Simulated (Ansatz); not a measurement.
Amorphous Ga₂₄O₃₉Lu₂, 65 atoms at 5.38 g/cm³, one PBE-relaxed geometry, zone centre. Methods: PBE, scalar-relativistic without spin-orbit coupling (Ansatz, an electronic-structure program); r2SCAN, scalar-relativistic without spin-orbit coupling (Ansatz); HSE06, scalar-relativistic without spin-orbit coupling (Ansatz). Plane waves to 420 eV (r2SCAN 500 eV); exact exchange is cut at the cell's faces. At PBE the levels at the filled edge of the gap are localised (band-tail or defect states), and the nearest spread-out levels lie 1.8 eV apart at the zone centre. All rungs ran without spin polarisation.

Preparation: random packing, a CHGNet melt and quench, and a DFT relaxation. O atoms were pushed apart under 1.9 Å during the dynamics, to hinder bonds among them. The hot cell started wider than the set density and was brought back towards it in steps. It is the lowest in DFT energy of 2 quenches. It is a model cell: composition and starting density were chosen by hand, and all elements were melted together. No dispersion term was used. Its density started from a set value of 5.38 and ended at 5.38 g/cm³. The simulated quench (nominally 330 K/ps over its main leg) is rapid and tends to freeze in more defects than a deposited or slowly cooled glass has. Values belong to this one cell and scatter from quench to quench. The volume was held where the preparation left it and the shape relaxed, at a PBE pressure of -3.8 GPa (tension). Stress components on the final sampling reach 4.0 GPa.

The relaxation ran on the zone centre alone. At PBE the level gap is 1.53 eV on a 2×2×2 Γ-centred mesh, and the spacing at the zone centre alone 1.54 eV.

What zone-centre spacing does r2SCAN give, roughly?

2.08 eV (+0.53 eV against PBE).

What zone-centre spacing does HSE06 give, roughly?

3.21 eV (+1.67 eV against PBE).

The highest filled and the lowest empty state spread over these numbers of atoms (participation numbers): PBE: 4.2 and 57.0; r2SCAN: 4.4 and 56.2; HSE06: 4.5 and 56.2.
